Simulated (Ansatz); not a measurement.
# Ta₅Si₃ (I4/mcm, No. 140)

These are PBEsol (PAW; Ansatz, a program for electronic structure) values and carry that method's errors.

Settings: plane-wave cutoff 500 eV, 10×10×10 k mesh, Fermi–Dirac smearing 0.05 eV, scalar-relativistic PAW data made under PBE.

Cell (relaxed at this level):

```
CELL_PARAMETERS angstrom
     -3.25144     3.25144     5.90816
      3.25144    -3.25144     5.90816
      3.25144     3.25144    -5.90816
ATOMIC_POSITIONS crystal
  Ta 0.01444 0.18501 0.50000
  Ta 0.98556 0.81499 0.50000
  Ta 0.18501 0.68501 0.17057
  Ta 0.81499 0.31499 0.82943
  Ta 0.68501 0.51444 0.50000
  Ta 0.31499 0.48556 0.50000
  Ta 0.51444 0.01444 0.82943
  Ta 0.48556 0.98556 0.17057
  Ta 0.50000 0.50000 0.00000
  Ta 0.00000 0.00000 0.00000
  Si 0.13024 0.63024 0.76048
  Si 0.86976 0.36976 0.23952
  Si 0.63024 0.86976 0.50000
  Si 0.36976 0.13024 0.50000
  Si 0.75000 0.75000 0.00000
  Si 0.25000 0.25000 0.00000
```

```json
{
 "band_gap": "zero (no gap)"
}
```

Spin–orbit coupling is not included.

The computed numbers hold no vibrational or temperature effects.
